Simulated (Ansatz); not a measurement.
## A computed series for W: response to strain

Base system: W in the bcc (W type) structure (space group Im-3m, No. 229; relaxed with 0.1 eV smearing).

```xyz
1
Lattice="-1.5676 1.5676 1.5676 1.5676 -1.5676 1.5676 1.5676 1.5676 -1.5676" Properties=species:S:1:pos:R:3 pbc="T T T"
W      0.0000     0.0000     0.0000
```

Strains are applied to the cell and any free atomic positions relax.

Calculations: LDA/PAW in Ansatz (a first-principles code), no spin-orbit coupling.

Candidates:
(a) isotropic strain −2.00 %
(b) isotropic strain +2.00 %
(c) isotropic strain +3.00 %

Notes on the quantities. energy relative to the base: free energy F.

Question: Order them by energy relative to the base, lowest first.

Answer: (b) isotropic strain +2.00 % (+55 meV/atom), (a) isotropic strain −2.00 % (+62 meV/atom), (c) isotropic strain +3.00 % (+119 meV/atom)

Whether these cells are dynamically stable was not tested. The final runs are not spin-polarised.
